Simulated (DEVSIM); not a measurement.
System: abrupt Si n-p junction, at 300 K.

Layer 1 from the left is Si, thickness (μm) 2.20, Nd (cm⁻³) 1.3e16, τn (s) 0.00019, τp (s) 0.00019. Layer 2 from the left is Si, thickness (μm) 32.0, Na (cm⁻³) 6.1e17, τn (s) 0.00019, τp (s) 0.00019.

Left contact: ohmic. Right contact: ohmic. Voltage is applied to the left contact. Recombination: SRH at mid-gap, radiative. Mobility is μmin + (μ − μmin)/(1 + (N/Nref)^α).

Constants are typed, rounded textbook-type inputs, not results; the design itself was drawn at random and stands for no fabricated device. Values at 300 K.

Si: gap (eV) 1.124, affinity (eV) 4.05, permittivity 11.7, Nc (cm⁻³) 2.86e19, Nv (cm⁻³) 3.1e19, μn (cm²/Vs) 1417, μp (cm²/Vs) 470, μn,min 52, μp,min 45, Nref,n 9.7e16, Nref,p 2.2e17, αn 0.68, αp 0.72, B (cm³/s) 4.7e-15.

Problem. Estimate by hand the built-in potential, the peak field at zero bias, the capacitance at 4 V, and compare with a numerical solution.

Solution. 
- Built-in potential: ni = √(Nc Nv) exp(−Eg/2kT) = 1.08e10 cm⁻³ with Eg = 1.124 eV; Vbi = kT/q ln(Na Nd/ni²) = 0.823 V; numerical 0.823 V.
- Peak field at zero bias: depletion approximation: W = √(2εVbi/(qN)) = 0.289 μm with N = 1.27e16 cm⁻³; field = 2Vbi/W = 56900 V/cm; numerical 63300 V/cm (estimate below by 10.0 %).
- Capacitance at 4 V: C = √(qεN / 2(Vbi + |V|)) = 14.8 nF/cm²; numerical 14.9 nF/cm² (estimate below by 0.55 %).

Model (solved in DEVSIM): 1D drift-diffusion, Boltzmann statistics, complete ionisation; no tunnelling, impact ionisation, image-force lowering or self-heating.
